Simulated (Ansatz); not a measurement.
Base system: TiO2 in the rutile structure (space group P4_2/mnm, No. 136).

```yaml
crystal:
  lattice:
    - [4.64344, 0.00000, 0.00000]
    - [0.00000, 4.64344, 0.00000]
    - [0.00000, 0.00000, 2.96380]
  atoms:
    - { symbol: Ti, position: [0.00000, 0.00000, 0.00000] }
    - { symbol: Ti, position: [0.50000, 0.50000, 0.50000] }
    - { symbol: O, position: [0.30513, 0.30513, 0.00000] }
    - { symbol: O, position: [0.80513, 0.19487, 0.50000] }
    - { symbol: O, position: [0.19487, 0.80513, 0.50000] }
    - { symbol: O, position: [0.69487, 0.69487, 0.00000] }
```

Cartesian axes are those of the cell as printed.

All numbers come from PBE (Ansatz, a first-principles code; PAW; 420 eV plane waves; no SOC).

The change: uniaxial strain ε_zz = +2.40 %, all other strain components held at zero, atoms relaxed at fixed cell.

**Question.** Predict the stress tensor and what it implies for the stiffness.

**Answer.** Stress of the strained cell less that of the base (GPa, compression positive):
```
  -3.41    0.00    0.00
   0.00   -3.41    0.00
   0.00    0.00  -10.52
```

Then −Δσ_ii/ε with ε = 0.0240 gives secant stiffness values (nonlinear terms included at this strain): C33 ≈ 438 GPa, C13 ≈ 142 GPa and C23 ≈ 142 GPa.

As a check, the harmonic strain energy −½ V₀ Δσ:ε is 8.4 meV/atom; the computed energy rise is 8.6 meV/atom.

Stability against distortions was not tested. The final runs are not spin-polarised.
